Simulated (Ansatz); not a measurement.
**Short convergence ladders for MnBe3 (P4mm, 4 atoms in the cell)**

```xyz
4
Lattice="3.2355 0.0000 0.0000 0.0000 3.2355 0.0000 0.0000 0.0000 3.2355" Properties=species:S:1:pos:R:3 pbc="T T T"
Be     0.0500     1.6177     1.6177
Be     1.6177     0.0000     1.6177
Be     1.6177     1.6177     0.0000
Mn     0.0000     0.0000     0.0000
```
Moments meant for the start (each program seeds them in its own way; μB, in the order of the atoms Be Be Be Mn): 0.0 0.0 0.0 4.0.

Base method: LDA (PW92), default PAW files made with PBE (plane waves; Ansatz, a program for electronic structure).

Base settings: basis.ecutwfc = 420 eV; kpoints.mp_grid.grid = 10 10 10; hamiltonian.xc = lda; hamiltonian.pseudopotentials = {kind: paw} (the program's default PAW files); magnetization.spin_polarized = true; scf.occupations.method = gaussian; scf.occupations.width = 0.1 eV.

The count of work is k-points × plane waves × bands × iterations; it is no time. 

**Shifted k-point meshes**

In this ladder: kpoints.mp_grid.shift = 0.5 0.5 0.5.

Only quantities that move along the ladder and can be compared are tabulated.

```tsv
kpoints.mp_grid.grid	free energy less the last step's (meV/atom)	pressure (GPa)	largest difference of a force vector from the last step's (eV/Å)	net moment (μB/atom)	count of work / last
2 2 2	2.14	-10.72	0.143	0.250	0.00062
4 4 4	-11.11	-7.92	0.004	0.187	0.0037
6 6 6	0.27	-8.05	0.006	0.176	0.015
8 8 8	0.69	-7.62	0.002	0.215	0.029
10 10 10	0.05	-7.49	0.000	0.223	0.051
27 27 27	0.00	-7.65	0.000	0.210	1.0
```

Coarsest kpoints.mp_grid.grid that holds the forces within 0.005 eV/Å of the last step, with all finer ones: 8 8 8, at 0.029 of the last step's count of work; the step before is off by 0.006 eV/Å.

Coarsest kpoints.mp_grid.grid that holds the net moment within 0.02 μB/atom: not settled: the last two steps still differ by 0.012 μB/atom, over half the tolerance, so the ladder does not show it.

Coarsest kpoints.mp_grid.grid that holds the free energy within 1 meV/atom of the last step, with all finer ones: 6 6 6, at 0.015 of the last step's count of work; the step before is off by 11 meV/atom.

**The k-point mesh at a smearing width of 0.3 eV**

In this ladder: scf.occupations.width = 0.3 eV.

Only quantities that move along the ladder and can be compared are tabulated.

```tsv
kpoints.mp_grid.grid	free energy less the last step's (meV/atom)	pressure (GPa)	largest difference of a force vector from the last step's (eV/Å)	count of work / last
4 4 4	1.74	-7.68	0.009	0.015
6 6 6	-1.79	-7.81	0.003	0.034
9 9 9	0.21	-7.83	0.000	0.063
13 13 13	-0.01	-7.84	0.000	0.17
24 24 24	0.00	-7.83	0.000	1.0
```

Coarsest kpoints.mp_grid.grid that holds the pressure within 0.05 GPa of the last step, with all finer ones: 6 6 6, at 0.034 of the last step's count of work; the step before is off by 0.15 GPa.

Coarsest kpoints.mp_grid.grid that holds the free energy within 0.5 meV/atom of the last step, with all finer ones: 9 9 9, at 0.063 of the last step's count of work; the step before is off by 1.8 meV/atom.

Coarsest kpoints.mp_grid.grid that holds the forces within 0.005 eV/Å of the last step, with all finer ones: 6 6 6, at 0.034 of the last step's count of work; the step before is off by 0.009 eV/Å.

On the base run: the starting cell comes from a database of computed structures (which also holds hypothetical and non-ambient phases and stackings), without a prior relaxation at this level. Its lattice was rescaled by up to half a per cent. One atom was moved a little off its site on purpose. The moments shrank to a small part of their start, a low-spin state that need not be the lowest. In the base run, with a pressure of about -8 GPa the cell is away from its equilibrium volume at this level. Ansatz's pressure includes its estimate of the finite-basis (Pulay) stress.

Keys are those of Ansatz 0.2.
